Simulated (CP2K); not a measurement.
A self-consistent single point of MgS (Fm-3m, 2 atoms in the cell) with CP2K.

Method of the run: CP2K 2026.2 with LDA (Pade form), GPW, DZVP-MOLOPT-SR-GTH basis, GTH-PADE potentials (GTH_POTENTIALS).

```yaml
crystal:
  lattice:
    - [3.64938, 0.00000, 0.00000]
    - [1.82469, 3.16045, 0.00000]
    - [1.82469, 1.05349, 2.97971]
  atoms:
    - { symbol: Mg, position: [0.00000, 0.00000, 0.00000] }
    - { symbol: S, position: [0.50000, 0.50000, 0.50000] }
```

Reference input (self-consistent single point, DFT PBE, GPW, DZVP-MOLOPT-SR-GTH basis, GTH-PBE potentials (GTH_POTENTIALS)): CUTOFF = 1000 Ry; REL_CUTOFF = 50 Ry; SMEAR/METHOD = FERMI_DIRAC; ELECTRONIC_TEMPERATURE = 116.05 K; KPOINTS/SCHEME = MONKHORST-PACK 9 9 9; XC_FUNCTIONAL = PBE; Mg/BASIS_SET = DZVP-MOLOPT-SR-GTH-q10; Mg/POTENTIAL = GTH-PBE-q10; S/BASIS_SET = DZVP-MOLOPT-SR-GTH-q6; S/POTENTIAL = GTH-PBE-q6; METHOD = GPW; EPS_DEFAULT = 1e-10. This run's input differs from it in these lines:

```diff
@@ -43,3 +43,3 @@
     &XC
-      &XC_FUNCTIONAL PBE
+      &XC_FUNCTIONAL PADE
       &END XC_FUNCTIONAL
@@ -75,3 +75,3 @@
       BASIS_SET DZVP-MOLOPT-SR-GTH-q10
-      POTENTIAL GTH-PBE-q10
+      POTENTIAL GTH-PADE-q10
     &END KIND
@@ -79,3 +79,3 @@
       BASIS_SET DZVP-MOLOPT-SR-GTH-q6
-      POTENTIAL GTH-PBE-q6
+      POTENTIAL GTH-PADE-q6
     &END KIND
```

Output, abridged:

```
 SCF WAVEFUNCTION OPTIMIZATION

  Step     Update method      Time    Convergence         Total energy    Change
     1 NoMix/Diag. 0.40E+00      -     1.81464647       -73.6730344140 -7.37E+01
     2 Broy./Diag. 0.40E+00      -     0.04907328       -73.4187608794  2.54E-01
     3 Broy./Diag. 0.40E+00      -     0.06328810       -73.4618426127 -4.31E-02
     4 Broy./Diag. 0.40E+00      -     0.00622482       -73.5201560230 -5.83E-02
     5 Broy./Diag. 0.40E+00      -     0.00098220       -73.5024628337  1.77E-02
     6 Broy./Diag. 0.40E+00      -     0.00064215       -73.4898083438  1.27E-02
   [... 2 lines left out ...]
     9 Broy./Diag. 0.40E+00      -     0.00000396       -73.4883087084 -2.12E-04
    10 Broy./Diag. 0.40E+00      -     0.00000035       -73.4882893989  1.93E-05
    11 Broy./Diag. 0.40E+00      -     0.00000027       -73.4882850836  4.32E-06
    12 Broy./Diag. 0.40E+00      -     9.5577E-09       -73.4882856018 -5.18E-07
  *** SCF run converged in    12 steps ***

  Overlap energy of the core charge distribution:               0.00000000000000
  Self energy of the core charge distribution:               -157.90574789887935
  Core Hamiltonian energy:                                     46.03277473372301
  Hartree energy:                                              49.05856816390193
  Exchange-correlation energy:                                -10.67388060058948
  Electronic entropic energy:                                  -0.00000000000000
  Fermi energy:                                                 0.27224160868321

  Total energy:                                               -73.48828560184388
  Total energy (extrapolated to T->0):                        -73.48828560184388

   [... lines left out ...]

 STRESS| Analytical stress tensor [bar]
 STRESS|                        x                   y                   z
 STRESS|      x        3.32907682999E+03   5.13017523854E-01   3.62758120507E-01
 STRESS|      y        5.13017523854E-01   3.32772987106E+03  -4.60085842488E-01
 STRESS|      z        3.62758120507E-01  -4.60085842488E-01   3.32785101667E+03
 STRESS| 1/3 Trace                                             3.32821923924E+03
```

The run converged in 12 iterations. Against the reference run the pressure goes from 4.81 to 0.33 GPa and the gap on the mesh goes from 2.845 to 2.619 eV.

The starting cell has typed, rounded lattice constants, without a prior relaxation at this level. Its lattice was rescaled by a random factor within 2.5 % of one. Values carry the incompleteness of an atom-centred basis.
